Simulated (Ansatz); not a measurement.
Abridged Ansatz (a first-principles code) output:

```
Relaxation: its limit of steps is 50 (relax.max_steps)
Pseudopotential: W, paw, valence charge 14
Pseudopotential: Si, paw, valence charge 4
Crystal: 3 atoms, lattice volume = 39.622 Å³
Basis set: ecut = 420 eV, 777 PW (Γ), exchange–correlation on 48×48×64 points (8 copies of the dense FFT grid, shifted against one another)
Bands: 15, of which v1, the nominal top of the filled ones, is band 11 counted from 1 (10 counted from 0)
Symmetry: 16 space group operations
k-points: 1183 of 15625
Functional: x = pbe(κ = 0.804, μ = 0.2195149727645171), c = pbe(β = 0.06672455060314922)
SCF iter   1: F=—  HF=-11657.394881 eV  |F-HF|=—  |Δ(HF+E_count)|=         —  Δρ=3.45e-3  dr2=2.68e-3  ethr=1.77e-3  ⟨swp⟩=5.0  Hψ=102689  notcnv=0
SCF iter   2: F=—  HF=-11657.394987 eV  |F-HF|=—  |Δ(HF+E_count)|=   1.06e-4  Δρ=1.99e-3  dr2=1.08e-3  ethr=1.22e-5  ⟨swp⟩=1.0  Hψ=27214  notcnv=0
SCF 1 converged in 6 iterations: F = -11657.394942 eV  dr2 = 7.04e-9
relax step   1: F+E_penalty+E_count = -11657.39494216 eV  Δ(F+E_penalty+E_count) = +0.000e0 eV  max|allowed force component| = 9.770e-2 eV/Å  Δτ_max = 0.0000 Å  P = +7.854 GPa  Ω = 39.622 Å³  fix = [a, b, gamma]  reactions: a +12.263, b +12.263 GPa  (6 SCF iters, dr2 threshold 1.00e-7 eV, accepted)
[... steps on the carried basis left out ...]
relax step   4: F+E_penalty+E_count = -11657.39575475 eV  Δ(F+E_penalty+E_count) = -3.852e-6 eV  max|allowed force component| = 9.901e-5 eV/Å  Δτ_max = 0.0002 Å  P = +8.269 GPa  Ω = 39.537 Å³  energy of the carried Pulay correction = +2.628e-5 eV  fix = [a, b, gamma]  reactions: a +12.404, b +12.404 GPa  (3 SCF iters, dr2 threshold 1.21e-8 eV, accepted)
Crystal: 3 atoms, lattice volume = 39.537 Å³
SCF iter   1: F=—  HF=-11657.395737 eV  |F-HF|=—  |Δ(HF+E_count)|=         —  Δρ=6.55e-6  dr2=1.05e-8  ethr=1.47e-8  ⟨swp⟩=3.2  Hψ=154042  notcnv=0
SCF iter   2: F=—  HF=-11657.395729 eV  |F-HF|=—  |Δ(HF+E_count)|=   8.23e-6  Δρ=3.50e-6  dr2=3.40e-9  ethr=4.79e-11  ⟨swp⟩=2.0  Hψ=29597  notcnv=0
SCF 5 converged in 6 iterations: F = -11657.395729 eV  dr2 = 2.11e-14
SCF converged after 6 iterations
Free energy (F): -11657.395729 eV
Internal energy: -11657.383359 eV  (E = F + TS)
E sigma→0 (E₀):  -11657.389544 eV
Entropy (-TS):   -0.012370 eV (-4.123 meV/atom)
Fermi energy:    17.246415 eV
--- Forces (eV/Å), atoms counted from 1 ---
  atom   1  W      0.00000000     0.00000000     0.00000000
  atom   2  Si     0.00000000     0.00000000     0.00004675
  atom   3  Si     0.00000000     0.00000000    -0.00004675
--- Stress (GPa, compression-positive) ---
       12.403757       0.000000       0.000000
        0.000000      12.403757       0.000000
        0.000000       0.000000      -0.001657
  P = ⅓ Tr σ = 8.2686 GPa (82.686 kbar)
--- Relaxed structure (4 steps of the walk, 4 accepted, 1 SCFs on fresh bases) ---
  cell:  # Å, volume = 39.5375 Å³
    - [3.1552937092, 0.0, 0.0]
    - [0.0, 3.1552937092, 0.0]
    - [1.5776468546, -1.5776468546, 3.9712679197970275]
  atoms:
    - { symbol: W, position: [-3.306476403315004e-35, -2.543252337560704e-36, 0.0] }
    - { symbol: Si, position: [0.6661635109827766, 0.33383648901722335, 0.6676729780344467] }
    - { symbol: Si, position: [0.3338364890172233, 0.6661635109827767, 0.3323270219655536] }
```

**Question.** What was computed, and what are the main results?

**Answer.** WSi2, 3 atoms in the cell, with Ansatz, PBE, PAW, cutoff 420 eV, no SOC. The last SCF converged to F = -11657.395729 eV, or -3885.7986 eV per atom, at a pressure of 8.27 GPa. The total energy compares only with runs of the same code, potentials and settings.

The cells carry an imposed strain or load. Stability against distortions was not tested. All final runs are without spin polarisation. The cell was made from WSi2 (space group I4/mmm, No. 139) by this change: biaxial strain −2.28 %, plane normal [001], relaxed out of plane.

Keys are those of Ansatz 0.2.
